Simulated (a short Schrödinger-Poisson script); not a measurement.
Solved with a short Schrödinger-Poisson script written for these runs: 1D Poisson equation in equilibrium, electrons quantum, Hartree (BenDaniel-Duke, 40 states a valley, the channel's in-plane mass for all, wave functions free to enter the barrier), parabolic valleys, classical holes, donors ionised by Fermi statistics, acceptors fully, no traps, pinning or gate leakage.

Structure: gated Al0.4Ga0.6As/GaAs modulation-doped gas, at 300 K.

From the gate side: 10 nm Al0.4Ga0.6As; 20 nm Al0.4Ga0.6As, donors 5.6e17 cm⁻³; 3 nm Al0.4Ga0.6As; 6000 nm GaAs, acceptors 1e15 cm⁻³.

The device is made up for the run: typed textbook-type constants, with dimensions and the other settings drawn at random. Al0.4Ga0.6As: permittivity 11.76, conduction-band edge (eV) 0.316, gap (eV) 1.923, electron mass (mₑ) 0.1002, Nv at 300 K (cm⁻³) 9e18. GaAs: permittivity 12.9, conduction-band edge (eV) 0, gap (eV) 1.424, Nv at 300 K (cm⁻³) 9e18.

Channel valleys (confinement mass, in-plane density-of-states mass, number): Γ 0.067, 0.067, 1. At the gate the conduction-band edge of layer 1 lies 1.07 eV − eVg above the Fermi level of the channel; the field vanishes at the back. Donor level 0.006 eV below the band edge. The barrier under the gate holds no holes. Gaps are held at their typed values at every temperature. Mesh 0.08 nm at interfaces.

**Question.** Give the sheet density of all electrons at Vg = 0.5 V (cm⁻²); the centroid of the channel electrons at Vg = 0.5 V (nm); the gate voltage at 1e11 electrons/cm² (V).

**Answer.** sheet density of all electrons at Vg = 0.5 V (cm⁻²): 1.08e11; centroid of the channel electrons at Vg = 0.5 V (nm): 15.02; gate voltage at 1e11 electrons/cm² (V): 0.49.
